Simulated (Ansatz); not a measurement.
Worked example: self-consistent single point of LuBi (I4mm, 2 atoms in the cell) in Ansatz (a program for electronic structure).

Level of theory: LDA (PW92), default PAW files made with PBE (plane waves; Ansatz).

```
LuBi
1.0
    0.00000     3.11748     3.11748
    3.11748     0.00000     3.11748
    3.11748     3.11748     0.00000
Lu Bi
1 1
Direct
  0.50802   0.50802   0.49198
  0.00000   0.00000   0.00000
```

Reference input (self-consistent single point, DFT, LDA (PW92), plane waves, default PAW files made with PBE): basis.ecutwfc = 30.9 Ry; kpoints.mp_grid.grid = 9 9 9; hamiltonian.xc = lda; hamiltonian.pseudopotentials = {kind: paw} (the program's default PAW files); scf.occupations.method = fermi_dirac; scf.occupations.width = 0.0073 Ry. This run's input differs from it in these lines:

Ansatz 0.2 input:
```diff
@@ -13,3 +13,3 @@
   mp_grid:
-    grid: [9, 9, 9]
+    grid: [15, 15, 15]
 hamiltonian:
@@ -20,4 +20,4 @@
   occupations:
-    method: fermi_dirac
-    width: 0.0073 Ry
+    method: methfessel_paxton
+    width: 0.0037 Ry
 output:
```

Output, abridged:

```
SCF iter   1: F=—  HF=-26580.352808 eV  |F-HF|=—  |Δ(HF+E_count)|=         —  Δρ=3.42e-3  dr2=4.20e-3  ethr=1.77e-3  ⟨swp⟩=5.2  Hψ=33416  notcnv=0
all-band conjugate gradients solve this SCF's bands
preconditioner: auto → Kerker (q_TF=auto, 2.546 Å⁻¹)
SCF iter   2: F=—  HF=-26580.349808 eV  |F-HF|=—  |Δ(HF+E_count)|=   3.00e-3  S|Δr|=    0.00e0  Δρ=2.10e-3  dr2=1.79e-3  ethr=1.05e-5  ⟨swp⟩=3.1  Hψ=17220  notcnv=0  defer=1
   [... lines left out ...]
SCF iter   6: F=—  HF=-26580.349302 eV  |F-HF|=—  |Δ(HF+E_count)|=   6.07e-6  S|Δr|=    0.00e0  Δρ=3.20e-5  dr2=6.28e-7  ethr=1.76e-8  ⟨swp⟩=2.9  Hψ=14593  notcnv=0  defer=1
SCF iter   7: F=—  HF=-26580.349302 eV  |F-HF|=—  |Δ(HF+E_count)|=   3.22e-7  S|Δr|=    0.00e0  Δρ=1.51e-5  dr2=1.33e-7  ethr=1.57e-9  ⟨swp⟩=2.1  Hψ=11954  notcnv=0  defer=1
SCF iter   8: F=-26580.349302 eV  HF=-26580.349302 eV  |F-HF|=1.22e-8  |Δ(HF+E_count)|=   8.81e-8  S|Δr|=    0.00e0  Δρ=3.76e-6  dr2=1.05e-8  ethr=2.50e-10  ⟨swp⟩=8.4  Hψ=44120  notcnv=0
SCF 1 converged in 8 iterations: F = -26580.349302 eV  dr2 = 1.05e-8
Stability not checked (fill_not_monotonic)
Free energy (F): -26580.349302 eV
Internal energy: -26580.349227 eV  (E = F + TS)
E sigma→0 (E₀):  -26580.349283 eV
Entropy (-TS):   -0.000075 eV (-0.038 meV/atom)
Fermi energy:    12.209438 eV
--- Forces (eV/Å), atoms counted from 1 ---
  atom   1  Lu     0.00000000     0.00000000    -0.18553016
  atom   2  Bi     0.00000000     0.00000000     0.18553634
--- Stress (GPa, compression-positive) ---
       -4.674499       0.000000       0.000000
        0.000000      -4.674499       0.000000
        0.000000       0.000000      -4.510591
  P = ⅓ Tr σ = -4.6199 GPa (-46.199 kbar)
  The stress holds the Pulay correction. Without it, at fixed plane waves, as pw.x and ABINIT print it: P = -4.6503 GPa
```

The run converged in 8 iterations. Against the reference run the free energy goes up by 2.8 meV/atom, the pressure hardly changes (-4.66 to -4.62 GPa) and the largest force goes from 0.192 to 0.186 eV/Å.

The starting cell comes from a database of computed structures (which also holds hypothetical and non-ambient phases and stackings), without a prior relaxation at this level. Its lattice was rescaled by up to half a per cent. One atom was moved a little off its site on purpose. With a pressure of about -5 GPa the cell is away from its equilibrium volume at this level. Ansatz's pressure includes its estimate of the finite-basis (Pulay) stress.

Cost on one core of a shared machine: roughly 40 s.
